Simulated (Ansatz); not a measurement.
The reference is TiO2 in the anatase structure (space group I4_1/amd, No. 141; a = 3.770 Å, c = 9.555 Å). Axes: x, y, z lie along a, b, c of the conventional cell.

Calculations: Ansatz (a quantum-chemistry and plane-wave program) PBEsol, spin-orbit coupling left out, earlier PAW set.

Before the change:

| Quantity | Result |
|---|---|
| Volume per atom | 11.32 Å³ |
| Band gap | 2.11 eV |
| Pressure | 0.00 GPa |

Now apply this change: compressive biaxial strain of 3.66 % in the plane normal to [001], as in epitaxy on a mismatched substrate; the out-of-plane cell vector and the atoms relax.

Task: Estimate the effect on the volume per atom.

Result: The volume per atom falls by 0.152 Å³ (11.32 Å³ → 11.16 Å³).

Task: What happens to the energy relative to the base?

Result: The energy grows by 26 meV/atom.

Task: Predict the new band gap.

Result: The band gap goes up by 0.40 eV to 2.51 eV.

Task: Predict the new pressure.

Result: The pressure (mean of the normal stresses, compression positive) goes from zero to 6.49 GPa.

Whether these cells are dynamically stable was not tested. All final runs are without spin polarisation.
